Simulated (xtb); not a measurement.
xtb 6.7.1, GFN1-xTB: c1cc2cc3sc(-c4cc5cc6sc(-c7cc8cc9sccc9cc8s7)cc6cc5s4)cc3cc2s1, 50 atoms. The geometry is a generated start, not checked to be a minimum at this level.

```json
{
 "method": "GFN1-xTB",
 "--acc": "1 (default)",
 "--etemp (K)": "300 (default)",
 "detailed input (--input)": "none: ANC optimiser, Lindh (1995) Hessian, microcycle=20, maxdispl=1.0, hlow=0.01 (default)",
 "basis_functions": "208",
 "valence_electrons": "170"
}
```

The structure is relaxed from this start with --opt LEVEL for the levels crude, sloppy, loose, lax, normal, tight, vtight, extreme, once each. Up to the end of the extreme run atoms move by at most 0.19 Å along an axis.

**Question.** Choose the cheapest level whose final energy lies within 1 meV of that of extreme.

**Answer.** sloppy: 7 cycles against 11, ending 0.46 meV above.

```csv
level,cycles,energy above the extreme run (meV),gradient norm (eV/Å)
crude,6,2.1,0.24
sloppy,7,0.46,0.14
loose,8,0.071,0.059
lax,8,0.071,0.059
normal,9,under 0.01,0.021
tight,10,under 0.01,0.0053
vtight,11,under 0.01,0.0012
extreme,11,—,0.0012
```
